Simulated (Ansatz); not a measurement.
The reference is HgTe in the zinc blende structure (space group F-43m, No. 216; a = 6.4350 Å). Axes: x, y, z lie along the cube axes.

Level of theory: LDA, PAW, 420 eV (Ansatz, a program for electronic structure; scalar-relativistic without spin-orbit coupling).

Strains are applied to the cell and any free atomic positions relax; under biaxial strain the out-of-plane vector relaxes too.

One change was made to it. Results:

```tsv
quantity	base	after
volume per atom	33.31 Å³	33.65 Å³
pressure (mean of the normal stresses, compression positive)	0.0 GPa	-0.5 GPa
energy relative to the base (free energy F)	0 meV/atom	+3.2 meV/atom
```

Problem. Which of these changes matches the shifts?
A. biaxial strain −1.50 %, plane normal [001], relaxed out of plane
B. biaxial strain +3.00 %, plane normal [001], relaxed out of plane
C. biaxial strain +2.00 %, plane normal [001], relaxed out of plane

Solution. C, biaxial strain +2.00 %, plane normal [001], relaxed out of plane. For comparison, the energy relative to the base in the other runs: biaxial strain −1.50 %, plane normal [001], relaxed out of plane gives +2.0 meV/atom; biaxial strain +3.00 %, plane normal [001], relaxed out of plane gives +7.2 meV/atom.

The mesh was chosen for an insulator and is coarse for the gapless case. No phonon test of stability was made. All final runs are without spin polarisation.
